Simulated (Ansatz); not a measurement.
SrTiO3 under a change: electrons 7.0×10^21 cm⁻³

Take SrTiO3 in the cubic perovskite structure (space group Pm-3m, No. 221; a = 3.936 Å) as the base.

Now apply this change: electron doping at 7.0×10^21 cm⁻³ (0.427 per cell), with a uniform compensating background at fixed cell and a 300 K Fermi–Dirac width.

Computed with PBE (Ansatz, a quantum-chemistry and plane-wave program; PAW; 420 eV plane waves; no spin-orbit coupling), earlier PAW set. k-mesh 12×12×12 (Γ-centred); smearing 0.0259 eV (Fermi–Dirac).

The gap between the host's bands goes up by 0.56 eV to 2.41 eV and the gap character remains indirect, R → Γ. The Fermi level relative to the doped band's edge (positive inside the band; to 0.05 eV) is +0.55 eV.

Carriers are added with a uniform compensating background; total energy and stress of such cells depend on the potential's zero and are not compared; many-body gap narrowing is missing at this level. Stability against distortions was not tested. All final runs are without spin polarisation. Many cubic perovskites are stable only at high temperature; tilts and polar distortions were not tested.
